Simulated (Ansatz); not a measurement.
WS2: pressure series

Start from WS2 in the 2H-MoS2 type structure (space group P6_3/mmc, No. 194; layered, stacked along the Cartesian z axis).

```yaml
crystal:
  lattice:
    - [3.15408, 0.00000, 0.00000]
    - [-1.57704, 2.73152, 0.00000]
    - [0.00000, 0.00000, 12.13731]
  atoms:
    - { symbol: W, position: [0.33333, 0.66667, 0.25000] }
    - { symbol: W, position: [0.66667, 0.33333, 0.75000] }
    - { symbol: S, position: [0.33333, 0.66667, 0.62026] }
    - { symbol: S, position: [0.66667, 0.33333, 0.12026] }
    - { symbol: S, position: [0.66667, 0.33333, 0.37974] }
    - { symbol: S, position: [0.33333, 0.66667, 0.87974] }
```

Cell and atoms are relaxed at each pressure.

Level of theory: PBE-D3(BJ) (Ansatz, a program for electronic structure), no SOC.

Candidates:
(a) pressure −1 GPa
(b) pressure 4.2 GPa
(c) pressure 1.8 GPa

Base values:

- Smallest direct gap = 1.83 eV

Q: Order them by smallest direct gap, lowest first.

A: (a) pressure −1 GPa (1.81 eV), (c) pressure 1.8 GPa (1.87 eV), (b) pressure 4.2 GPa (1.92 eV)

Spin-orbit coupling, missing from the scalar runs, can matter with W. Load acts through the strain it causes; cell and atoms are relaxed under it. Whether these cells are dynamically stable was not tested.
